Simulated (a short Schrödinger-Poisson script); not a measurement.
**MOS inversion layer, Al2O3 on p-type Ge(100)**

Stack: MOS inversion layer, Al2O3 on p-type Ge(100), at 400 K.

```tsv
layer	material	thickness (nm)	Na (cm⁻³)
1	Al2O3	3.1	-
2	Ge	600	2.4e17
```

The device is made up for the run: typed textbook-type constants, with dimensions and the other settings drawn at random. Al2O3: permittivity 9, conduction-band edge (eV) 2.65, gap (eV) 6.8, electron mass (mₑ) 0.3. Ge: permittivity 16, conduction-band edge (eV) 0, gap (eV) 0.664, Nv at 300 K (cm⁻³) 6e18.

Channel valleys (confinement mass, in-plane density-of-states mass, number): L4 0.12, 0.295, 4. At the gate the conduction-band edge of layer 1 lies 2.74 eV − eVg above the Fermi level of the channel; the field vanishes at the back. Gaps are held at their typed values at every temperature. Mesh 0.03 nm at interfaces.

Solved with a short Schrödinger-Poisson script written for these runs: 1D Poisson equation in equilibrium, electrons quantum, Hartree (BenDaniel-Duke, 12 states a valley, the channel's in-plane mass for all, wave functions free to enter the dielectric), parabolic valleys, classical holes, full ionisation, no traps, pinning or gate leakage.

| Vg (V) | electrons (cm⁻²) | C (μF/cm²) | L4 E0 (meV) | L4 E1 (meV) |
|---|---|---|---|---|
| -0.05 | 5.42e9 | 0.288 | 286.8 | 344.6 |
| 0 | 1.65e10 | 0.305 | 246.7 | 308.0 |
| 0.05 | 4.98e10 | 0.386 | 207.6 | 272.2 |
| 0.1 | 1.36e11 | 0.574 | 172.1 | 240.0 |
| 0.15 | 3.11e11 | 0.836 | 143.0 | 214.1 |
| 0.2 | 5.81e11 | 1.08 | 120.7 | 195.2 |
| 0.25 | 9.27e11 | 1.26 | 103.8 | 181.6 |
| 0.3 | 1.33e12 | 1.40 | 90.6 | 171.7 |
| 0.35 | 1.77e12 | 1.50 | 80.0 | 164.3 |
| 0.4 | 2.25e12 | 1.57 | 71.1 | 158.5 |
| 0.45 | 2.74e12 | 1.64 | 63.4 | 153.9 |
| 0.5 | 3.26e12 | 1.69 | 56.8 | 150.2 |
| 0.55 | 3.79e12 | 1.73 | 50.8 | 147.1 |
| 0.6 | 4.33e12 | 1.77 | 45.5 | 144.5 |
| 0.65 | 4.89e12 | 1.80 | 40.6 | 142.2 |
| 0.7 | 5.45e12 | 1.83 | 36.1 | 140.3 |
| 0.75 | 6.03e12 | 1.85 | 32.0 | 138.7 |
| 0.8 | 6.61e12 | 1.88 | 28.1 | 137.2 |
| 0.85 | 7.20e12 | 1.90 | 24.4 | 135.9 |
| 0.9 | 7.79e12 | 1.92 | 20.9 | 134.8 |
| 0.95 | 8.39e12 | 1.93 | 17.7 | 133.8 |

Subbands count from the Fermi level.

Only the L valleys are kept; under strong confinement the Δ valleys of Ge fill too.
